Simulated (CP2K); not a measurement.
Band structure of Cd4SF6 (P4_2/nmc, 22 atoms in the cell).

```
Cd4SF6
1.0
    7.89101     0.00000     0.00000
    0.00000     7.89101     0.00000
    0.00000     0.00000     5.51060
Cd S F
8 2 12
Cartesian
  3.94550   6.03662   1.28722
  5.79989   0.00000   4.04252
  3.94550   1.85439   1.28722
  2.09112   0.00000   4.04252
  0.00000   5.79989   1.46808
  1.85439   3.94550   4.22338
  0.00000   2.09112   1.46808
  6.03662   3.94550   4.22338
  0.00000   0.00000   2.75530
  3.94550   3.94550   0.00000
  2.25336   2.25336   2.75530
  1.69215   6.19886   0.00000
  5.63765   5.63765   2.75530
  6.19886   1.69215   0.00000
  1.69215   1.69215   0.00000
  2.25336   5.63765   2.75530
  6.19886   6.19886   0.00000
  5.63765   2.25336   2.75530
  3.94550   0.00000   5.36479
  3.94550   0.00000   2.60949
  0.00000   3.94550   2.90111
  0.00000   3.94550   0.14581
```

Level of theory: PBEsol, GPW, DZVP-MOLOPT-PBE-GTH basis, GTH-PBE potentials (POTENTIAL_UZH) in CP2K.

Settings: CUTOFF = 550 Ry; REL_CUTOFF = 60 Ry; KPOINTS/SCHEME = MONKHORST-PACK 3 3 4; GAMMA_CENTERED = T; XC_FUNCTIONAL = PBE:PBESOL; Cd/BASIS_SET = DZVP-MOLOPT-PBE-GTH-q12; Cd/POTENTIAL = GTH-PBE-q12; S/BASIS_SET = DZVP-MOLOPT-PBE-GTH-q6; S/POTENTIAL = GTH-PBE-q6; F/BASIS_SET = DZVP-MOLOPT-PBE-GTH-q7; F/POTENTIAL = GTH-PBE-q7; METHOD = GPW; EPS_DEFAULT = 1e-11; EXTRAPOLATION = USE_GUESS.

The starting cell comes from a database of computed structures (which also holds hypothetical and non-ambient phases and stackings), without a prior relaxation at this level. Values carry the incompleteness of an atom-centred basis. The potentials were made for another functional than the one used.

Question: Predict the gap along the standard path and the places of the band edges.

Answer: The gap along the path is 1.72 eV, direct at Γ to within 0.01 eV.

Levels in eV from the top of the valence band on the SCF mesh, bands 93 to 97:
```tsv
point	93	94	95	96	97
Γ	-0.36	-0.08	0.00	0.00	1.72
X	-0.33	-0.33	-0.21	-0.21	3.18
M	-0.20	-0.20	-0.13	-0.13	4.03
Z	-0.30	-0.30	-0.06	-0.06	4.02
R	-0.15	-0.15	-0.14	-0.14	4.33
A	-0.28	-0.28	-0.28	-0.28	4.96
```

Higher empty bands are left out: an atom-centred basis made for the valence describes them poorly.
